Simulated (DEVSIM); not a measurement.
abrupt Si n-p junction

Device: abrupt Si n-p junction, at 300 K.

```csv
layer (left to right),material,thickness (μm),Nd (cm⁻³),Na (cm⁻³),τn (s),τp (s)
1,Si,4.70,4.8e18,-,6.8e-6,6.8e-6
2,Si,270,-,1.1e15,6.8e-6,6.8e-6
```

Left contact: ohmic. Right contact: ohmic. Voltage is applied to the left contact. Recombination: SRH at mid-gap. Mobility is constant in doping.

The device is made up for the run: typed textbook-type constants, with dimensions and the other settings drawn at random. Values at 300 K.

| parameter | Si |
|---|---|
| gap (eV) | 1.124 |
| affinity (eV) | 4.05 |
| permittivity | 11.7 |
| Nc (cm⁻³) | 2.86e19 |
| Nv (cm⁻³) | 3.1e19 |
| μn (cm²/Vs) | 1417 |
| μp (cm²/Vs) | 470 |

DEVSIM, 1D drift-diffusion, Boltzmann statistics, complete ionisation; no tunnelling, impact ionisation, image-force lowering or self-heating.

The potential step across the device at zero bias is 0.813 V. The largest field in the device at zero bias is 120000 V/cm, the dark forward voltage at 1 A/cm² is 0.685 V and the dark forward voltage at 100 A/cm² is 1.149 V.

Dark forward current:

(V (V), J (A/cm²)): (-0.05, -2.3e-9); (-0.10, -9.5e-9); (-0.15, -3.6e-8); (-0.20, -1.6e-7); (-0.30, -5.2e-6); (-0.35, -3.4e-5); (-0.40, -0.00023); (-0.45, -0.0015); (-0.50, -0.0099); (-0.55, -0.053); (-0.60, -0.20); (-0.70, -1.3); (-0.75, -2.8); (-0.80, -5.4); (-0.85, -9.7); (-0.90, -16); (-0.95, -26); (-1.05, -56); (-1.10, -76); (-1.15, -100); (-1.20, -130); (-1.25, -160); (-1.30, -200); (-1.35, -240); (-1.45, -330); (-1.50, -380); (-1.55, -430); (-1.60, -490)

Dark reverse current:

| V (V) | J (A/cm²) |
|---|---|
| 0.20 | 2.8e-9 |
| 0.50 | 5.4e-9 |
| 1.00 | 8.8e-9 |
| 1.50 | 1.2e-8 |
| 2.00 | 1.4e-8 |
| 3.00 | 1.8e-8 |
| 4.00 | 2.2e-8 |
| 5.00 | 2.5e-8 |
| 6.50 | 2.9e-8 |
| 8.00 | 3.3e-8 |
| 10.00 | 3.7e-8 |
